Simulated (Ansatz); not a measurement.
Start from BN (space group Pm-3n, No. 223; a = 4.4402 Å; a hypothetical phase, not in the database extracts checked).

(Cell as relaxed with PBE.)

Levels (all Ansatz, an electronic-structure program, PAW): PBE (420 eV, scalar-relativistic without spin-orbit coupling); PBEsol (420 eV, no SOC).

Each level relaxes its own structure.

```csv
base,PBE,PBEsol
volume per atom,7.29 Å³,7.19 Å³
lattice parameter a,4.440 Å,4.419 Å
band gap,4.55 eV,4.39 eV
```

It is then changed as follows: a hydrostatic pressure of 10 GPa.

| quantity | PBE | PBEsol |
|---|---|---|
| band gap | 4.57 eV | 4.40 eV |
| smallest direct gap | 5.01 eV | 4.84 eV |
| shift of the gap caused by the change | +0.02 eV | +0.01 eV |

PBE's band gap lies 0.17 eV above PBEsol's; PBE's smallest direct gap lies 0.17 eV above PBEsol's. Neither level is exact; PBEsol is the comparison here, not a measurement.

Load acts through the strain it causes; cell and atoms are relaxed under it. No phonon test of stability was made. Competing high-pressure phases were not computed.
